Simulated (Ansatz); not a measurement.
Zinc-blende BeS, treated with PBE0 (plane waves, PAW; Ansatz, a first-principles code).

Run with plane-wave cutoff 460 eV, 10×10×10 k mesh, Fermi–Dirac smearing 0.01 eV, scalar-relativistic PAW data made under PBE.

Equation-of-state points:

```json
[
 {"V (Å³/atom)": "13.569", "E − E_lowest (meV/atom)": "11.88"},
 {"V (Å³/atom)": "13.926", "E − E_lowest (meV/atom)": "2.78"},
 {"V (Å³/atom)": "14.223", "E − E_lowest (meV/atom)": "0.00"},
 {"V (Å³/atom)": "14.641", "E − E_lowest (meV/atom)": "2.60"},
 {"V (Å³/atom)": "14.998", "E − E_lowest (meV/atom)": "10.20"}
]
```

Problem. What bulk modulus B0 and pressure derivative B′ does a third-order Birch–Murnaghan fit give?

Solution. V0 = 14.282 Å³/atom, B0 = 99.3 GPa, B′ = 3.7 (fit to the energies at full precision).

Measured, for comparison: bulk modulus 105 GPa (room temperature, not corrected to a static lattice; as tabulated in Narayana, Nesamony, Ruoff, Phys. Rev. B 56, no. 22 (1997)); equilibrium volume per atom 14.44 Å³/atom (room temperature, not corrected to a static lattice; as tabulated in Narayana, Nesamony, Ruoff (BeS at high pressure; core.ac.uk copy)). Computed less measured: bulk modulus -5 %, equilibrium volume per atom -1.1 %. A static lattice is as a rule a little smaller and stiffer than an uncorrected measurement, which can account for part of this in the equilibrium volume per atom.
